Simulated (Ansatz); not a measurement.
## Thickness series in Ta

The parent structure is Ta in the bcc (W type) structure (space group Im-3m, No. 229; a = 3.305 Å). Axes: x, y, z lie along the cube axes.

Free-standing slabs (1 atom(s) a layer) normal to [110] with 15 Å of vacuum; in-plane cell held at bulk.

The values are results of Ansatz (a first-principles code), r2SCAN, PAW, cutoff 500 eV, no spin-orbit coupling, not measurements.

Notes on the quantities. excess energy per area of both faces: slab less bulk energy over the cell's area: twice a surface energy; uncertain by up to 0.1 J/m²; layer's space group: with vacuum.

| change | excess energy per area of both faces | layer's space group | thickness between the outermost nuclei | shortest interatomic distance |
|---|---|---|---|---|
| base | – | – | – | 5.409 bohr |
| 1 layer | – | Cmmm (No. 65) | – | 5.409 bohr |
| 2 layers | 5.22 J/m² | Cmme (No. 67) | 2.14 Å | 5.103 bohr |
| 3 layers | 5.2 J/m² | Cmmm (No. 65) | 4.51 Å | 5.285 bohr |
| 4 layers | 5.1 J/m² | Cmme (No. 67) | 6.79 Å | 5.244 bohr |
| 5 layers | 5.2 J/m² | Cmmm (No. 65) | 9.12 Å | 5.242 bohr |
| 6 layers | 5.2 J/m² | Cmme (No. 67) | 11.47 Å | 5.248 bohr |
| 7 layers | 5.2 J/m² | Cmmm (No. 65) | 13.81 Å | 5.247 bohr |

The excess energy carries the mismatch between the slab's and the bulk's meshes. No phonon test of stability was made. All final runs are without spin polarisation.
